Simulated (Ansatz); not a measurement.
# H2O on the 1x1 (10-10) surface of wurtzite AlN (cut with top plane Al + N), one in a 2x1 cell, started at the site 'bridge Al-Al-Al-N (span 3.1 Å)'

Host crystal: wurtzite AlN, with a band gap (PBE, scalar-relativistic without spin-orbit coupling).

Calculation: PBE (plane waves to 420 eV, PAW; Ansatz, an electronic-structure program).

Slab: 35 atoms, 8.9 Å thick at the start under the adsorbate (thin: gaps and levels are the slab's own); k 3x4x1, smearing 0.01 eV, dipole-corrected; 16 atoms held, the rest relaxed; no symmetry held; no spin, no spin-orbit, no U, no dispersion correction. At the end it is bonded to Al + N. In PBE it is, or lies within 0.03 eV of, the lowest of the starts that converged.

The energy of the end state, in which the adsorbate came apart, against H2O(g) comes out as -2.84 eV. The change of the step from the bottom to the top vacuum level, against the clean slab is -0.17 eV and the energy released by relaxation is 4.84 eV. The height of the binding atom over the mean of the host atoms within 0.3 Å of the top one is 1.688 Å, the largest move of a host atom is 0.34 Å and the note comes out as in the relaxation the adsorbate left its starting site by 2.3 Å. The cost comes out as around 20 core-minutes (rough).

A negative adsorption energy means that the adsorbate is more stable on the surface than in its reference.
